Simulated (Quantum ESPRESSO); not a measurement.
Pressure against volume in MoSi2-type WSi2 (space group 139) (Quantum ESPRESSO, PBE)

```xyz
3
Lattice="-1.5765 1.5765 3.8454 1.5765 -1.5765 3.8454 1.5765 1.5765 -3.8454" Properties=species:S:1:pos:R:3 pbc="T T T"
Si     0.0000     0.0000     5.1144
Si     0.0000     0.0000     2.5764
W      0.0000     0.0000     0.0000
```

Computed with PBE, GBRV 1.5 ultrasoft (PBE) pseudopotentials (plane waves; Quantum ESPRESSO). Settings: ecutwfc = 52 Ry; ecutrho = 416 Ry; occupations = smearing; smearing = fd; degauss = 0.0036749 Ry; potentials = {Si: si_pbe_v1.uspp.F.UPF, W: w_pbe_v1.2.uspp.F.UPF}; K_POINTS = automatic 25 25 25 0 0 0; conv_thr = 1e-10 Ry. The cell above is the first row's. The rows scale it uniformly. In all rows fractional positions and the k mesh are held.

```
V (Å^3/atom)  P (GPa)
------------  -------
12.7422             ?
13.0192         11.99
13.2962          6.49
13.5732          1.56
13.8503         -2.86
14.1273         -6.81
14.4043        -10.35
14.6813        -13.51
14.9583        -16.33
```

Fit P of the 8 rows that show it with a cubic. With u = V - 14.0, the rows have u = -0.9808, -0.7038, -0.4268, -0.1497, 0.1273, 0.4043, 0.6813, 0.9583. Least squares gives P = -5.054 - 14.2018·u + 2.8822·u² - 0.3596·u³. Residuals (row less fit): 0.003, -0.004, 0.000, 0.002, 0.006, -0.002, -0.004, 0.003; standard error 0.005 (degrees of freedom: 4). The fitted pressure is zero at V0 = 13.67, where dP/dV = -16.24, so B0 = -V0·dP/dV = 222 GPa.

Problem. Estimate the missing P (V = 12.7422); what did the run itself give?

Solution. u = -1.2578, so P = -5.054 - 14.2018 × (-1.2578) + 2.8822 × (-1.2578)² - 0.3596 × (-1.2578)³ = 18.084 GPa. The calculation gives 18.12 GPa, 0.036 GPa above the prediction (0.1 % of the range of P in the table). The row lies outside the fitted rows, so this is an extrapolation. From the scatter of the fitted rows alone, a prediction at this place has a standard error of 0.013 GPa, so the miss is 2.7 times that.

Carrying the step between the two nearest rows on in a straight line would have given 17.49, off by 0.63; series whose last step already gives the withheld value aren't shown. The scan was laid around a cell of about the measured size, scaled by a guess for this functional; axis ratios and inner coordinates come from that cell. The runs keep the symmetry of the cell, so they don't test it for distortions. Spin polarisation is off. Spin-orbit coupling is off. The shape of the cell and the inner coordinates aren't relaxed, so V0 and B0 belong to this uniform scaling; a relaxed crystal lies no higher in energy and is usually softer (forces reach 0.29 eV/Å in these rows). Cutoffs and mesh are single choices, not tested for convergence of this quantity. Series with a scatter that would blur these digits, or in which a gap closes, are not shown.
